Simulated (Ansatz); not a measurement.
The parent structure is CuI in the zinc blende structure (space group F-43m, No. 216; a = 6.023 Å). Axes: x, y, z lie along the cube axes.

Method: Ansatz (an electronic-structure program) r2SCAN, without spin-orbit coupling.

Free-standing slabs (2 atom(s) a layer) normal to [110] with 15 Å of vacuum; in-plane cell held at bulk.

One change was made to it. Results:

```tsv
quantity	base	after
gap character	–	indirect, Z → Γ
band gap	1.67 eV	2.72 eV
shortest interatomic distance	2.608 Å	2.375 Å
```

### Question
What was done to the base?
(A) 1 layer
(B) 5 layers
(C) 2 layers

### Answer
A, 1 layer. For comparison, the band gap in the other runs: 2 layers gives 2.35 eV; 5 layers gives 2.02 eV.

With I present, leaving out spin-orbit coupling can change the band edges. Whether these cells are dynamically stable was not tested. All final runs are without spin polarisation. Labels are those of the standard path for the cell's own space group.
